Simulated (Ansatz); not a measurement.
This Ansatz (a quantum-chemistry and plane-wave program) input is the reference run, CsCl in the CsCl type structure (space group Pm-3m, No. 221), computed with plane-wave PAW DFT at the r2SCAN level (Ansatz, 500 eV), without spin-orbit coupling:

Ansatz 0.2 input:
```yaml
crystal:
  lattice:
    - [4.140308999, 0, 0]
    - [0, 4.140308999, 0]
    - [0, 0, 4.140308999]
  atoms:
    - { symbol: Cs, position: [0, 0, 0] }
    - { symbol: Cl, position: [0.5, 0.5, 0.5] }
basis: { ecutwfc: 500, ecutrho_ratio: 4, xc_grid: 4, fft_grid_basis: typed }
kpoints: { mp_grid: { grid: [8, 8, 8] } }
hamiltonian:
  xc: r2scan
  dispersion: none
  pseudopotentials: { kind: paw }
scf: { occupations: { method: fermi_dirac, width: 0.05 }, convergence: { dr2_threshold: 0.0000000002 } }
output: { forces: true, stress: true }
```

**Question.** Write the input for this change: compressive biaxial strain of 0.56 % in the plane normal to [001], as in epitaxy on a mismatched substrate; the out-of-plane cell vector and the atoms relax.

**Answer.** 
Ansatz 0.2 input:
```yaml
crystal:
  lattice:
    - [4.1171232686, 0, 0]
    - [0, 4.1171232686, 0]
    - [0, 0, 4.1519018642]
  atoms:
    - { symbol: Cs, position: [0, 0, 0] }
    - { symbol: Cl, position: [0.5, 0.5, 0.5] }
basis: { ecutwfc: 500, ecutrho_ratio: 4, xc_grid: 4, fft_grid_basis: typed }
kpoints: { mp_grid: { grid: [8, 8, 8] } }
hamiltonian:
  xc: r2scan
  dispersion: none
  pseudopotentials: { kind: paw }
scf: { occupations: { method: fermi_dirac, width: 0.05 } }
relax: { f_tol: 0.005, max_steps: 50, cell: { stress_tol: 0.01, fix: [a, b, gamma] } }
output: { forces: true, stress: true }
checkpoint: { write: state.ck, write_every: 1000 }
```
This is the input that was run; other choices of cell and start would serve too.

No phonon test of stability was made.
